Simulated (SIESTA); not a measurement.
**SIESTA run on Se (P3_121, 3 atoms in the cell): self-consistent single point**

Computed with GGA PBE, numerical atomic orbitals DZP, PseudoDojo PBE standard norm-conserving potentials (rewritten from UPF to PSML) run with SIESTA 5.4.2.

Input:

```
# files in the folder: Se.psml (PseudoDojo PBE standard)
SystemName  Se
SystemLabel se

NumberOfAtoms                3
NumberOfSpecies              1
%block ChemicalSpeciesLabel
  1 34 Se
%endblock ChemicalSpeciesLabel
LatticeConstant              1.0 Ang
%block LatticeVectors
     4.547165000    0.000000000    0.000000000
    -2.273583000    3.937961000    0.000000000
     0.000000000    0.000000000    5.025601000
%endblock LatticeVectors
AtomicCoordinatesFormat      Ang
%block AtomicCoordinatesAndAtomicSpecies
     0.990781782    0.000000000    1.675198658  1
    -0.495391000    0.858042322    3.350402342  1
     1.778191218    3.079918678    0.000000000  1
%endblock AtomicCoordinatesAndAtomicSpecies

XC.functional                GGA
XC.authors                   PBE
PAO.BasisSize                DZP
PAO.EnergyShift              0.01 Ry
MeshCutoff                   400 Ry
%block kgrid.MonkhorstPack
    7   0   0  0.0
    0   7   0  0.0
    0   0   6  0.0
%endblock kgrid.MonkhorstPack
OccupationFunction           FD
ElectronicTemperature        10 K

MaxSCFIterations             150
SCF.Mixer.Method             Broyden
SCF.Mixer.Weight             0.2
SCF.Mixer.History            6
SCF.DM.Tolerance             1.0E-05
Diag.ParallelOverK           true
WriteForces                  true
```

The program printed (abridged):

```
reinit: Reading from file input.fdf

reinit: System Name: Se
reinit: System Label: se

coor:   Atomic-coordinates input format  =     Cartesian coordinates
coor:                                          (in Angstroms)

siesta: Atomic coordinates (Bohr) and species
siesta:      1.87231   0.00000   3.16567  1        1
siesta:     -0.93615   1.62146   6.33134  1        2
siesta:      3.36029   5.82020   0.00000  1        3

siesta: System type = bulk

initatomlists: Number of atoms, orbitals, and projectors:      3    54    54

siesta: ******************** Simulation parameters ****************************
redata: Spin configuration                          = none
redata: Time-Reversal Symmetry                      = T
redata: Number of Atomic Species                    =        1
redata: Mesh Cutoff                                 =   400.0000 Ry
redata: Net charge of the system                    =     0.0000 |e|
redata: Min. number of SCF Iter                     =        0
redata: Max. number of SCF Iter                     =      150
redata: SCF convergence failure will abort job
redata: SCF mix quantity                            = Hamiltonian
redata: Mix DM or H after convergence               =   F
redata: Recompute H after scf cycle                 =   F
redata: Mix DM in first SCF step                    =   T
redata: No kicks to SCF
redata: DM Mixing Weight for Kicks                  =     0.5000
redata: Require Harris convergence for SCF          =   F
redata: Harris energy tolerance for SCF             =     0.000100 eV
redata: Require DM convergence for SCF              =   T
redata: DM tolerance for SCF                        =     0.000010
redata: Require EDM convergence for SCF             =   F
redata: EDM tolerance for SCF                       =     0.001000 eV
redata: Require H convergence for SCF               =   T
redata: Hamiltonian tolerance for SCF               =     0.001000 eV
redata: Require (free) Energy convergence for SCF   =   F
redata: (free) Energy tolerance for SCF             =     0.000100 eV
redata: Using DFT-D3 dispersion                     =   F
redata: Using Saved Data (generic)                  =   F
redata: Method of Calculation                       = Diagonalization
redata: Electronic Temperature                      =    10.0000 K
redata: Number of TDED substeps                     =        3
redata: Dynamics option                             = Single-point calculation
redata: Save all siesta data in one NC              =   F
redata: ***********************************************************************

%block SCF.Mixers
  Broyden
%endblock SCF.Mixers

%block SCF.Mixer.Broyden
  # Mixing method
  method broyden

  # Mixing options
  weight 0.2000
  weight.linear 0.2000
  weight.prime 0.2000
  history 6
%endblock SCF.Mixer.Broyden

DM_history_depth set to one: no extrapolation allowed by default for geometry relaxation
Size of DM history Fstack: 1
Total number of electrons:    48.000000
Total ionic charge:    48.000000

* ProcessorY, Blocksize:    1  55

* Orbital distribution balance (max,min):    54    54

k-point displ. along   3 input, could be:     0.00    0.50
 Kpoints in:          168 . Kpoints trimmed:          151

siesta: k-grid: Number of k-points = 151
siesta: k-points from Monkhorst-Pack grid
siesta: k-cutoff (effective) =    15.077 Ang
siesta: k-point supercell and displacements
siesta: k-grid:     7     0     0      0.000
siesta: k-grid:     0     7     0      0.000
siesta: k-grid:     0     0     6      0.000

diag: Algorithm                                     = D&C
diag: Parallel over k                               =   F
diag: Use parallel 2D distribution                  =   F
diag: Parallel block-size                           = 55
diag: Parallel distribution                         =     1 x     1
diag: Used triangular part                          = Lower
diag: Absolute tolerance                            =  0.100E-15
diag: Orthogonalization factor                      =  0.100E-05
diag: Memory factor                                 =  1.0000

superc: Internal auxiliary supercell:     5 x     5 x     5  =     125
superc: Number of atoms, orbitals, and projectors:    375   6750   6750

                        Single-point calculation

superc: Internal auxiliary supercell:     5 x     5 x     5  =     125
superc: Number of atoms, orbitals, and projectors:    375   6750   6750

outcell: Unit cell vectors (Ang):
        4.547165    0.000000    0.000000
       -2.273583    3.937961    0.000000
        0.000000    0.000000    5.025601

outcell: Cell vector modules (Ang)   :    4.547165    4.547166    5.025601
outcell: Cell angles (23,13,12) (deg):     90.0000     90.0000    120.0000
outcell: Cell volume (Ang**3)        :     89.9912
new_DM -- step:     1
Initializing Density Matrix...

Attempting to read DM from file... Failed...
DM filled with atomic data:

InitMesh: MESH = 48 x 48 x 64 = 147456
InitMesh: Mesh cutoff (required, used) =   400.000   410.621 Ry

stepf: Fermi-Dirac step function

        iscf     Eharris(eV)        E_KS(eV)     FreeEng(eV)     dDmax    Ef(eV) dHmax(eV)
   scf:    1    -9892.436853    -9891.350534    -9891.350534  0.477287 -3.292064  2.470229
   scf:    2    -9891.748740    -9891.557809    -9891.557809  0.045757 -3.682481  1.748261
   scf:    3    -9891.825685    -9891.727221    -9891.727221  0.094281 -3.432362  0.159234
   scf:    4    -9891.731823    -9891.729629    -9891.729629  0.005954 -3.519076  0.042131
   scf:    5    -9891.730471    -9891.730109    -9891.730109  0.002959 -3.556270  0.008738
   scf:    6    -9891.730128    -9891.730119    -9891.730119  0.000459 -3.556561  0.005371
   [... 4 lines left out ...]
   scf:   11    -9891.730126    -9891.730126    -9891.730126  0.000020 -3.557851  0.000331
   scf:   12    -9891.730126    -9891.730126    -9891.730126  0.000016 -3.557891  0.000271
   scf:   13    -9891.730126    -9891.730126    -9891.730126  0.000012 -3.557928  0.000231
   scf:   14    -9891.730126    -9891.730126    -9891.730126  0.000011 -3.557962  0.000204
   scf:   15    -9891.730126    -9891.730126    -9891.730126  0.000008 -3.557990  0.000176

SCF Convergence by DM+H criterion
max |DM_out - DM_in|         :     0.0000081915
max |H_out - H_in|      (eV) :     0.0001763437
SCF cycle converged after 15 iterations

Using DM_out to compute the final energy and forces

siesta: E_KS(eV) =            -9891.7301

siesta: E_KS - E_eggbox =     -9891.7301

siesta: Atomic forces (eV/Ang):
     1    1.736365    0.000395    0.000620
     2   -0.867840    1.503933   -0.000618
     3   -0.868559   -1.504387   -0.000001
   Tot   -0.000035   -0.000059    0.000000
   Max    1.736365
   Res    1.002635    sqrt( Sum f_i^2 / 3N )
   Max    1.736365    constrained

Stress tensor Voigt[x,y,z,yz,xz,xy] (kbar):      -32.51      -31.95      -71.33        0.00       -0.01        0.48
(Free)E + p*V (eV/cell)    -9889.1878
Target enthalpy (eV/cell)    -9891.7301

siesta: Program's energy decomposition (eV):
siesta: Ebs     =     -1743.969078
siesta: Eions   =     10408.586926
siesta: Ena     =       401.095697
siesta: Ekin    =      6424.810339
siesta: Enl     =     -4348.316549
siesta: Eso     =         0.000000
siesta: Edftu   =         0.000000
siesta: DEna    =        15.025714
siesta: DUscf   =         0.879195
siesta: DUext   =         0.000000
siesta: Ex      =     -1875.220787
siesta: Ec      =      -101.416809
siesta: Exc     =     -1976.637596
siesta: Eharris =     -9891.730126
siesta: Etot    =     -9891.730126
siesta: FreeEng =     -9891.730126

siesta: Atomic forces (eV/Ang):
siesta:      1    1.736365    0.000395    0.000620
siesta:      2   -0.867840    1.503933   -0.000618
siesta:      3   -0.868559   -1.504387   -0.000001
siesta: ----------------------------------------
siesta:    Tot   -0.000035   -0.000059    0.000000

siesta: Stress tensor (static) (eV/Ang**3):
siesta:    -0.020290    0.000302   -0.000004
siesta:     0.000302   -0.019941    0.000002
siesta:    -0.000004    0.000002   -0.044520

siesta: Cell volume =         89.991218 Ang**3

siesta: Pressure (static):
siesta:                Solid            Molecule  Units
siesta:           0.00030769          0.00041815  Ry/Bohr**3
siesta:           0.02825038          0.03839235  eV/Ang**3
siesta:          45.26209140         61.51133375  kBar
```

The run converged in 15 iterations.

The starting cell comes from a database of computed structures (which also holds hypothetical and non-ambient phases and stackings), without a prior relaxation at this level. Its lattice was rescaled by a random factor within 2.5 % of one. Values carry the incompleteness of an atom-centred basis. With a pressure of about 5 GPa the cell is away from its equilibrium volume at this level. Forces in this geometry exceed 1 eV/Å.
